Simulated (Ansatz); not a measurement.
Consider Ga (space group Fmmm, No. 69; a = 2.740 Å, b = 5.061 Å, c = 10.272 Å; a hypothetical phase, not in the database extracts checked; relaxed with 0.1 eV smearing). Axes: x, y, z lie along a, b, c of the conventional cell.

Structures relaxed with r2SCAN+rVV10/PAW in Ansatz (a first-principles code), no SOC.

Base:

Simulated powder pattern, Cu Kα1, λ = 1.54056 Å (kinematic, ideal powder, no thermal factors, no anomalous dispersion; the 8 strongest lines at most, above 2 %, up to 2θ = 90°):

```
2θ (°)  I/Imax (%)    hkl
------  ----------  -----
34.91           67  (004)
35.45           65  (020)
38.33          100  (111)
46.02           72  (113)
50.60           46  (024)
59.04           22  (115)
65.56           20  (131)
71.11           18  (133)
```

After one change:

Simulated powder pattern, Cu Kα1, λ = 1.54056 Å (kinematic, ideal powder, no thermal factors, no anomalous dispersion; the 8 strongest lines at most, above 2 %, up to 2θ = 90°):

| 2θ (°) | I/Imax (%) |
|---|---|
| 34.98 | 100 |
| 35.46 | 97 |
| 38.18 | 40 |
| 38.38 | 35 |
| 38.91 | 37 |
| 39.13 | 34 |
| 50.00 | 36 |
| 51.33 | 33 |

Problem. Which of these changes matches the shifts?
A) strain tensor (xx, yy, zz, yz, xz, xy) = (−1.03, +0.00, −0.18, +1.23, −0.01, +1.16) %
B) isotropic strain −3.83 %
C) tensor shear ε_xz = +0.95 %
D) uniaxial strain ε_xx = −2.79 %

Solution. A, strain tensor (xx, yy, zz, yz, xz, xy) = (−1.03, +0.00, −0.18, +1.23, −0.01, +1.16) %. Its volume per atom is 17.59 Å³ against 17.81 Å³, and its space group is P-1 (No. 2).

No phonon test of stability was made.
